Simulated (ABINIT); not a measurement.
# Pressure against volume in rock-salt PbTe (space group 225) (ABINIT, LDA)

```yaml
crystal:
  lattice:
    - [0.00000, 3.10438, 3.10438]
    - [3.10438, 0.00000, 3.10438]
    - [3.10438, 3.10438, 0.00000]
  atoms:
    - { symbol: Te, position: [0.50000, 0.50000, 0.50000] }
    - { symbol: Pb, position: [0.00000, 0.00000, 0.00000] }
```

Computed with LDA (PW92), norm-conserving pseudopotentials (PseudoDojo nc-sr-04 LDA standard) (plane waves; ABINIT). Settings: pseudos = [Te.upf, Pb.upf]; ecut = 53 Ha; ixc = 7; occopt = 3; tsmear = 0.01 eV; ngkpt = 9 9 9; nshiftk = 1; shiftk = 0 0 0; potentials = PseudoDojo nc-sr-04 LDA standard; nband = 21; kptopt = 1; nstep = 100; tolvrs = 1e-10. The cell above is the first row's. The rows scale it uniformly. In all rows fractional positions and the k mesh are held.

```
V (Å^3/atom)  P (GPa)
------------  -------
29.917              ?
30.568           3.30
31.218           2.02
31.868           0.88
32.519          -0.14
33.169          -1.05
33.820          -1.87
34.470          -2.60
35.120          -3.25
```

Using a cubic, estimate the missing P at V = 29.917 from the other rows, showing the fit.

With u = V - 32.8, the rows have u = -2.2320, -1.5820, -0.9320, -0.2810, 0.3690, 1.0200, 1.6700, 2.3200. Least squares gives P = -0.548 - 1.4124·u + 0.12328·u² - 0.00720·u³. Residuals (row less fit): 0.001, -0.003, -0.001, 0.001, 0.003, -0.002, -0.004, 0.001; standard error 0.003 (degrees of freedom: 4). The fitted pressure is zero at V0 = 32.42, where dP/dV = -1.508, so B0 = -V0·dP/dV = 48.9 GPa. At the withheld row, u = -2.8830, so P = -0.548 - 1.4124 × (-2.8830) + 0.12328 × (-2.8830)² - 0.00720 × (-2.8830)³ = 4.721 GPa. The calculation gives 4.72 GPa, which the fit meets to the printed digits. The row lies outside the fitted rows, so this is an extrapolation. From the scatter of the fitted rows alone, a prediction at this place has a standard error of 0.009 GPa, so the miss is 0.1 times that.

Carrying the step between the two nearest rows on in a straight line would have given 4.58, off by 0.14; series whose last step already gives the withheld value aren't shown. The scan was laid around a cell of about the measured size, scaled by a guess for this functional. The runs keep the symmetry of the cell, so they don't test it for distortions. The LDA file for Te was generated anew from PseudoDojo's inputs, some of which were changed. Spin-orbit coupling is off. Cutoffs and mesh are single choices, not tested for convergence of this quantity. Series with a scatter that would blur these digits, or in which a gap closes, are not shown.
